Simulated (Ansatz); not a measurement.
The reference is KTaO₃ in the cubic perovskite structure (space group Pm-3m, No. 221).

```yaml
crystal:
  lattice:
    - [4.02318, 0.00000, 0.00000]
    - [0.00000, 4.02318, 0.00000]
    - [0.00000, 0.00000, 4.02318]
  atoms:
    - { symbol: K, position: [0.00000, 0.00000, 0.00000] }
    - { symbol: Ta, position: [0.50000, 0.50000, 0.50000] }
    - { symbol: O, position: [0.00000, 0.50000, 0.50000] }
    - { symbol: O, position: [0.50000, 0.50000, 0.00000] }
    - { symbol: O, position: [0.50000, 0.00000, 0.50000] }
```

Cartesian axes are those of the cell as printed.

All numbers come from PBE (Ansatz, a quantum-chemistry and plane-wave program, PAW, scalar-relativistic without spin-orbit coupling), earlier PAW set.

One thing is altered: every lattice vector is shortened by 1.22 %, atoms relaxed at fixed cell.

Question: Predict the stress tensor and what it implies for the stiffness.

Answer: Stress of the strained cell less that of the base (GPa, compression positive):
```
   7.55    0.00    0.00
   0.00    7.55    0.00
   0.00    0.00    7.55
```

Then B = −ΔP/(ΔV/V₀) with ΔV/V₀ = -0.0362 gives secant stiffness values (nonlinear terms included at this strain): B ≈ 209 GPa.

As a check, the harmonic strain energy −½ V₀ Δσ:ε is 11 meV/atom; the computed energy rise is 11 meV/atom.

No phonon test of stability was made.
